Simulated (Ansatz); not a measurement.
Worked example: dielectric-response calculation of HgTe (P3_221, 6 atoms in the cell) in Ansatz (an electronic-structure program).

Computed with LDA (PW92), PAW files made with PBE (plane waves; Ansatz).

```
CELL_PARAMETERS angstrom
      4.64894     0.00000     0.00000
     -2.32447     4.02610     0.00000
      0.00000     0.00000    10.37678
ATOMIC_POSITIONS crystal
  Hg 0.68832 0.68832 0.00000
  Hg 0.31168 0.00000 0.66667
  Hg 0.00000 0.31168 0.33333
  Te 0.51372 0.51372 0.50000
  Te 0.48628 0.00000 0.16667
  Te 0.00000 0.48628 0.83333
```

Reference input (self-consistent single point, DFT, LDA (PW92), plane waves, PAW files made with PBE): basis.ecutwfc = 420 eV; kpoints.mp_grid.grid = 6 6 3; hamiltonian.xc = lda; hamiltonian.pseudopotentials = {kind: paw} (the program's default PAW files); scf.occupations.method = fermi_dirac; scf.occupations.width = 0.02 eV. This run's input differs from it in these lines:

Ansatz 0.2 input:
```diff
@@ -15,3 +15,3 @@
 kpoints:
-  mp_grid: { grid: [6, 6, 3] }
+  mp_grid: { grid: [8, 8, 3] }
 hamiltonian:
@@ -20,7 +20,5 @@
 scf:
-  occupations: { method: fermi_dirac, width: 0.02 eV }
-output:
-  forces: true
-  eigenvalues: true
-  stress: true
+  occupations: { method: fixed }
+dielectric:
+  field_mesh: kpoints
```

Output, abridged:

```
SCF iter   1: F=—  HF=-61054.740454 eV  |F-HF|=—  |Δ(HF+E_count)|=         —  Δρ=2.29e-2  dr2=1.51e0  ethr=3.10e-3  ⟨swp⟩=5.0  Hψ=20951  notcnv=0  defer=835
all-band conjugate gradients solve this SCF's bands
preconditioner: auto → Resta (q_TF=auto, 2.474 Å⁻¹)
SCF iter   2: F=—  HF=-61054.375269 eV  |F-HF|=—  |Δ(HF+E_count)|=   3.65e-1  Δρ=1.10e-2  dr2=2.95e-1  ethr=1.40e-3  ⟨swp⟩=2.0  Hψ=7563  notcnv=0  defer=869
   [... lines left out ...]
SCF iter   7: F=—  HF=-61054.280840 eV  |F-HF|=—  |Δ(HF+E_count)|=   2.12e-4  Δρ=6.12e-6  dr2=8.18e-8  ethr=9.32e-10  ⟨swp⟩=2.0  Hψ=10005  notcnv=0  defer=827
SCF iter   8: F=—  HF=-61054.280840 eV  |F-HF|=—  |Δ(HF+E_count)|=   1.30e-8  Δρ=1.59e-6  dr2=7.58e-9  ethr=7.57e-11  ⟨swp⟩=2.0  Hψ=9964  notcnv=0  defer=827
SCF iter   9: F=—  HF=-61054.280840 eV  |F-HF|=—  |Δ(HF+E_count)|=  3.78e-10  Δρ=4.84e-7  dr2=5.09e-10  ethr=7.02e-12  ⟨swp⟩=2.0  Hψ=9964  notcnv=0  defer=827
SCF iter  10: F=-61054.280840 eV  HF=-61054.280840 eV  |F-HF|=0.00e0  |Δ(HF+E_count)|=  5.09e-11  Δρ=8.47e-8  dr2=1.75e-11  ethr=1.00e-12  ⟨swp⟩=14.9  Hψ=31875  notcnv=0
SCF 1 converged in 10 iterations: F = -61054.280840 eV  dr2 = 1.75e-11
DFPT response loops at Γ: preconditioner auto → Resta (q_TF=auto, 2.474 Å⁻¹)  ε∞=9.6 (no band partly filled) …
   [... lines left out ...]
WARN: field response: the 8×8×3 k-mesh looks too coarse for the field response at k = (0.0000, 0.0000, 0.0000), direct gap 0.795 eV …
Free energy (F): -61054.280840 eV
Fermi energy:    8.821137 eV
   [... lines left out ...]
         0.00000   -2.63455    0.70319
        -0.00000    1.00304   -2.39939
    site 5:
        -2.39413   -0.41642   -0.60898
        -0.41642   -1.91329   -0.35160
        -0.86866   -0.50152   -2.39939
  Z* charge neutrality: 1.333e-4 e pre-enforcement
  k-mesh period / interband length: 31.1 Å / 3.37 Å = 9.23 at k = (0.0000, 0.0000, 0.0000), direct gap 0.795 eV — UNDER 14: by this measure the k-mesh is too coarse for the response
```

The run converged in 10 iterations. 

Summary of the result:
- Free energy E − TS (on the zero of these files): -61054.2808 eV
- Top of the valence band (on the code's own zero): 8.82 eV
- Gap on the k-point mesh: 0.65 eV
- ε∞ at this k-point mesh, which may be far from converged in small-gap cells (xx, yy, zz): 13.4, 13.4, 18.5
- Born charges at this mesh (mean of the diagonal, e): Hg 2.24, Hg 2.24, Hg 2.24, Te -2.24, Te -2.24, Te -2.24

The starting cell comes from a database of computed structures (which also holds hypothetical and non-ambient phases and stackings), without a prior relaxation at this level. Its lattice was rescaled by up to half a per cent. Spin-orbit coupling is off.

Cost on one core of a shared machine: roughly 9 min.
